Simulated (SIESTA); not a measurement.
SIESTA run on H4BrN (Cm, 6 atoms in the cell): self-consistent single point.

Method of the run: LDA PW92, numerical atomic orbitals DZP, PseudoDojo LDA standard norm-conserving potentials (rewritten from UPF to PSML) (SIESTA).

The change in words: 1 x 1 x 1 supercell, one H atom moved by 0.02 angstrom along z; ElectronicTemperature: 10 K → 0.05 eV. Reference geometry:
```xyz
6
Lattice="4.0121 0.0000 0.0000 0.0000 4.0121 0.0000 0.0000 0.0000 4.0121" Properties=species:S:1:pos:R:3 pbc="T T T"
H      0.5986     0.5986     3.4135
H      0.5986     3.4135     0.5986
H      3.4135     3.4135     3.4135
H      3.4135     0.5986     0.5986
Br     2.0061     2.0061     2.0061
N      0.0000     0.0000     0.0000
```

Reference input (self-consistent single point, DFT, LDA PW92, numerical atomic orbitals DZP, PseudoDojo LDA standard norm-conserving potentials (rewritten from UPF to PSML)): XC.functional = LDA; XC.authors = PW92; potentials = PseudoDojo LDA standard; PAO.BasisSize = DZP; PAO.EnergyShift = 0.01 Ry; MeshCutoff = 350 Ry; kgrid.MonkhorstPack = 5 5 5; OccupationFunction = FD; ElectronicTemperature = 10 K; MaxSCFIterations = 150; SCF.Mixer.Method = Pulay; SCF.Mixer.Weight = 0.1. This run's input differs from it in these lines:

```diff
@@ -22,3 +22,3 @@
      3.413454559    3.413454559    3.413454559  1
-     3.413454559    0.598645441    0.598645441  1
+     3.413454559    0.598645441    0.618645760  1
      2.006050000    2.006050000    2.006050000  2
@@ -38,3 +38,3 @@
 OccupationFunction           FD
-ElectronicTemperature        10 K
+ElectronicTemperature        0.05 eV
```

Output (repeated stretches shortened):

```
        iscf     Eharris(eV)        E_KS(eV)     FreeEng(eV)     dDmax    Ef(eV) dHmax(eV)
   scf:    1     -781.458673     -775.812142     -775.812142  1.976688 -4.094592  4.918611
   scf:    2     -776.329776     -776.083200     -776.083200  0.023379 -3.798673  3.675459
   scf:    3     -776.547048     -776.422495     -776.422495  0.066789 -4.719833  0.389690
   scf:    4     -776.430967     -776.429024     -776.429024  0.020629 -4.700235  0.177565
   scf:    5     -776.426899     -776.428049     -776.428049  0.001739 -4.724633  0.282199
   [... 2 lines left out ...]
   scf:    8     -776.429785     -776.429781     -776.429781  0.000442 -4.627517  0.000154
   scf:    9     -776.429781     -776.429781     -776.429781  0.000042 -4.627513  0.000414
   scf:   10     -776.429781     -776.429781     -776.429781  0.000015 -4.627564  0.000018
   scf:   11     -776.429781     -776.429781     -776.429781  0.000001 -4.627559  0.000017
SCF Convergence by DM+H criterion
max |DM_out - DM_in|         :     0.0000012628
max |H_out - H_in|      (eV) :     0.0000166184
SCF cycle converged after 11 iterations

Using DM_out to compute the final energy and forces

siesta: E_KS(eV) =             -776.4298

siesta: E_KS - E_eggbox =      -776.4298

siesta: Atomic forces (eV/Ang):
     1    0.596610    0.629941   -0.587446
     2    0.629943   -0.629943    0.576727
     3   -0.629941   -0.596610   -0.587446
     4   -0.394453    0.394453    0.301245
     5    0.007661   -0.007661   -0.003934
     6   -0.210164    0.210164    0.299595
   Tot   -0.000344    0.000344   -0.001260
   Max    0.629943
   Res    0.465603    sqrt( Sum f_i^2 / 3N )
   Max    0.629943    constrained

   [... lines left out ...]
siesta: FreeEng =      -776.429781
   [... lines left out ...]
siesta:     0.006990   -0.002056   -0.002753
siesta:    -0.002056    0.006990    0.002753
siesta:    -0.002753    0.002753    0.008096

siesta: Cell volume =         64.582559 Ang**3

siesta: Pressure (static):
siesta:                Solid            Molecule  Units
siesta:          -0.00008015          0.00047191  Ry/Bohr**3
siesta:          -0.00735866          0.04332886  eV/Ang**3
siesta:         -11.78987023         69.42049430  kBar
```

The run converged in 11 iterations. Against the reference run the free energy drops by 1.5 meV/atom, the pressure goes from -0.80 to -1.18 GPa, the largest force hardly changes (1.058 to 1.061 eV/Å) and the gap on the mesh moves little (4.043 to 4.037 eV).

The starting cell comes from a database of computed structures (which also holds hypothetical and non-ambient phases and stackings), without a prior relaxation at this level. Its lattice was rescaled by up to half a per cent. For this run, on top of that: 1 x 1 x 1 supercell, one H atom moved by 0.02 angstrom along z. Values carry the incompleteness of an atom-centred basis. Forces in this geometry exceed 1 eV/Å.
